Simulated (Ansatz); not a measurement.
**Effect of biaxial strain +2.00 %, plane normal [001], relaxed out of plane on Mg**

Consider Mg in the hcp (Mg type) structure (space group P6_3/mmc, No. 194; a = 3.1751 Å, c = 5.1628 Å; relaxed with 0.1 eV smearing). Axes: x lies along a and z along c of the hexagonal cell.

Now apply this change: biaxial strain +2.00 %, plane normal [001], relaxed out of plane (Cartesian); in-plane vectors clamped, the third vector and the atoms free.

Calculations: PBEsol/PAW in Ansatz (an electronic-structure program), no SOC. Settings: 21×21×11 k-points, 0.1 eV Fermi–Dirac smearing.

```csv
quantity,base,changed,shift
volume per atom,22.54 Å³,23.16 Å³,+0.62 Å³
shortest interatomic distance,5.983 bohr,5.974 bohr,-0.009 bohr
"pressure (mean of the normal stresses, compression positive)",0.0 GPa,-0.9 GPa,-0.9 GPa
band gap,zero,zero,–
out-of-plane strain,–,-1.24 %,–
mean in-plane stress (compression positive),–,-1.4 GPa,–
```

No phonon test of stability was made.
